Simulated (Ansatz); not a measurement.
HfO2: energy against volume

HfO2 (fluorite, Fm-3m, 10.423 Å³/atom and stress up to 0.01 GPa in the relaxed cell, cube axes along x, y and z) under an equal strain ε along all three axes. LDA in Ansatz, a plane-wave DFT program (PAW, default set), 420 eV, 11×11×11 Γ-centred mesh, Fermi-Dirac smearing 0.05 eV; ions are relaxed, or left where forces stay under 0.02 eV/Å, within the symmetry of each cell.

Here V stands for volume and E for E less E0.

| volume (Å³/atom) | E less E0 (meV/atom) | pressure (GPa) |
|---|---|---|
| 9.5129 | ? | ? |
| 9.8102 | 35.15 | 19.43 |
| 9.9611 | 19.45 | 14.08 |
| 10.1136 | 8.42 | 9.06 |
| 10.2676 | 1.97 | 4.37 |
| 10.4231 | 0.00 | 0.00 |
| 10.5803 | 1.91 | -4.10 |
| 10.7390 | 7.85 | -7.91 |
| 10.8993 | 17.66 | -11.48 |
| 11.0611 | 30.95 | -14.80 |

Fit E against V with the third-order Birch-Murnaghan form, a cubic in V^(-2/3), and predict the withheld value at V = 9.5129.

With u = V^(-2/3) - 0.210, the rows have u = 0.008213, 0.006004, 0.003827, 0.001684, -0.000427, -0.002508, -0.004557, -0.006577, -0.008565. Least squares gives E = -0.008 + 407.05·u + 470635·u² + 128205·u³. Residuals (row less fit): -0.002, 0.021, -0.030, -0.043, 0.096, -0.019, -0.048, 0.023, 0.000; standard error 0.056 (degrees of freedom: 5). Its minimum lies at u = -0.000433, so V0 = (0.209567)^(-3/2) = 10.42. There d²E/du² = 940900 and d³E/du³ = 769200, so B0 = (4/9) × 10.42^(-7/3) × 940900 × 0.160218 = 282 GPa (the last factor turns the table's units into GPa), and B0' = 4 + (2/3) × 0.209567 × (769200)/940900 = 4.1. B0' rests on the cubic coefficient alone and has a standard error of 0.1 from these residuals. At the withheld row, u = 0.012736, so E = -0.008 + 407.05 × 0.012736 + 470635 × 0.012736² + 128205 × 0.012736³ = 81.781 meV/atom. The calculation gives 81.97 meV/atom, 0.189 meV/atom above the prediction (0.2 % of the range of E in the table). The row lies outside the fitted rows, so this is an extrapolation. From the scatter of the fitted rows alone, a prediction at this place has a standard error of 0.269 meV/atom, so the miss is 0.7 times that.

The primitive cell can neither tilt nor turn polar against its symmetry, as such crystals can under strain. Other structures, which can take over under pressure, weren't tried. The same form fitted to the pressure column gives B0' = 4.2; series where the two differ by over 0.4 aren't shown. HfO2 is here the high-temperature cubic form, which is unstable at 0 K; the monoclinic form is the stable one. Rows are the converged runs of the series near zero and its far end, less any whose ions stayed unrelaxed beside relaxed ones; series whose fitted rows scatter by over a few per cent of the range, as at a crossing or softening among them, aren't shown in this form.
